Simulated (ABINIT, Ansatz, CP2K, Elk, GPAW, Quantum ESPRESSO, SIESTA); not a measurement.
## WSe2 (P6_3/mmc, 6 atoms in the cell) computed with different codes at matched settings

Self-consistent single point, at a second geometry (lattice scaled by 0.98). First geometry:

```
CELL_PARAMETERS angstrom
      1.63984    -2.84028     0.00000
      1.63984     2.84028     0.00000
      0.00000     0.00000    12.95870
ATOMIC_POSITIONS crystal
  W  0.33333 0.66667 0.25000
  W  0.66667 0.33333 0.75000
  Se 0.33333 0.66667 0.87900
  Se 0.66667 0.33333 0.37900
  Se 0.66667 0.33333 0.12100
  Se 0.33333 0.66667 0.62100
```

Shared settings, as Ansatz (a first-principles code) writes them: kpoints.mp_grid.grid = 5 5 1; scf.occupations.method = fermi_dirac; scf.occupations.width = 0.02 eV. Potentials and cutoffs stand in the table.

| code | model | ΔF from the first geometry (meV/atom) | pressure (GPa) | largest force (eV/Å) | cutoff |
|---|---|---|---|---|---|
| ABINIT | PBE, PAW (JTH v2.0 PBE PAW) | 76.2 | 15.77 | 1.392 | 40 Ry |
| Ansatz | PBE, default PAW files | 73.2 | 15.41 | 1.337 | default |
| CP2K | PBE, GPW, DZVP-MOLOPT-PBE-GTH basis, GTH-PBE potentials (POTENTIAL_UZH) | 78.4 | 16.22 | 1.391 | grid 500 Ry |
| Quantum ESPRESSO | PBE, SSSP 1.1.2 efficiency (PBE) pseudopotentials | 75.1 | 14.64 | 1.383 | 40 Ry |
| Elk | PBE, all-electron FP-LAPW, Elk's shipped species files, default APW+lo basis | 78.5 | – | – | rgkmax 7 |
| GPAW | PBE, GPAW PAW datasets PBE (gpaw-data 1.0.1) | 73.5 | 15.50 | 1.355 | 600 eV |
| SIESTA | GGA PBE, numerical atomic orbitals DZP, PseudoDojo PBE standard norm-conserving potentials (rewritten from UPF to PSML) | 133.2 | 24.58 | 2.483 | grid 400 Ry |

For Quantum ESPRESSO (by 1.0 GPa) the energy change implies a higher mean pressure, against the two pressures, than for the other programs: a sign of finite-basis (Pulay) stress.

A dash marks a value that a program does not give, or that is left out as unsure.

On Ansatz's run: spin-orbit coupling is off. Spin polarisation is off.

The spread over the programs that give each value: ΔF from the first geometry within 60.0 meV/atom; pressure within 9.94 GPa; largest force within 1.146 eV/Å.

CP2K and SIESTA use small atom-centred bases, whose incompleteness enters pressures, forces and empty levels differently from a plane-wave cutoff. Elk treats all electrons, but the usual bases taken here (sphere radii, linearisation, local orbitals, empty states) were not tested for convergence, so the values are no reference for the others. Ansatz's pressure is given at a fixed set of plane waves, as the other plane-wave codes print theirs; with its correction for the finite basis it is 15.45 GPa. In the pressure, SIESTA (by 9.13) lies more than 1 GPa from the median of the plane-wave programs. In the force vectors, SIESTA (by 1.114) lies more than 0.08 eV/Å from the median of the plane-wave programs.

The shared mesh is coarse (it stands for a supercell whose shortest vector is 13 Å), so the values are not converged in it.

This mesh misses zone-boundary points where a band edge of such crystals can lie, so no gaps are given.

The starting cell has typed, rounded lattice constants, without a prior relaxation at this level. Its lattice was rescaled by a random factor within 2.5 % of one. For this run, on top of that: lattice scaled by 0.98.

Left out of this page: FLEUR (with a known weakness of the program).

Keys are those of Ansatz 0.2.
